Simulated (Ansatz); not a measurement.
For ScPt3N (model structure, started from the Ni3MgC type, Pm-3m, No. 221, 5 atoms in the cell), LDA in Ansatz (PAW) gives:

```
Property                    Value
-------------------  ------------
lattice parameter a       4.154 Å
bulk modulus B0           226 GPa
cohesive energy      6.61 eV/atom
```

What does r²SCAN in Ansatz (PAW) give for the same quantities?


- lattice constant a: 4.215 Å (grows by 1.5 %)
- bulk modulus: 202 GPa (drops by 11 %)
- cohesive energy: 5.31 eV/atom (falls by 1.30 eV/atom)

Changes are worked out from the printed values.

Unless a cell is named, each level is at its own relaxed cell (LDA 14.33, r²SCAN 14.98 Å³/atom).

Levels without +SOC leave out spin–orbit coupling, which shifts energies and cells of such heavy elements.

Caveats: the bulk modulus is −V dP/dV from two relaxed cells at ±2 % in volume (LDA, r²SCAN). Ansatz's density-functional and Hartree–Fock values are scalar-relativistic unless marked +SOC, with PAW data made under PBE.

A model structure was made by putting elements into a prototype or built by hand; it is no filed structure, need not be a known phase, and can be a saddle point held by its symmetry.

Ansatz is a program for electronic structure.
